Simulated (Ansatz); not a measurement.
Structures of equal composition on the (000-1) surface of wurtzite ZnO (O plane on top): 2x2 Zn adatom at H3; 2x2 Zn adatom at T1; 2x2 Zn adatom at T4. The slabs share one bottom face, and each structure is named by its start. These are constructed structures in small cells; real faces may alloy, dewet or reconstruct in larger ones, and not all known structures of the face are among them. Slabs of about 14 Å with all that they carry, Fermi-Dirac smearing of 0.025 eV. Bottom of the slabs: H caps. Relaxed from the named starts with such symmetry as they have, on meshes of like density; energies extrapolated to zero smearing; no spin-orbit coupling, no U. Spin-polarised runs, if any, are marked in brackets, and their order is one that fits the cell; the others ran without spin. Where a second, spin-polarised start was run, the lower counts.

Host crystal: wurtzite ZnO, with a band gap (PBE, scalar-relativistic without spin-orbit coupling).

All values below come from PBE (plane waves to 420 eV, PAW; Ansatz, a first-principles code).

Q: Order them by energy per 1x1 cell (lowest first) at the level PBE.

A: 2x2 Zn adatom at H3 (0.000 eV, a narrow gap of 0.19 eV by band count), 2x2 Zn adatom at T4 (0.148 eV (3 O–Zn bonds formed), a narrow gap of 0.11 eV by band count), 2x2 Zn adatom at T1 (0.475 eV [spin, 1.2 μB a cell], no gap over 0.04 eV on the mesh)
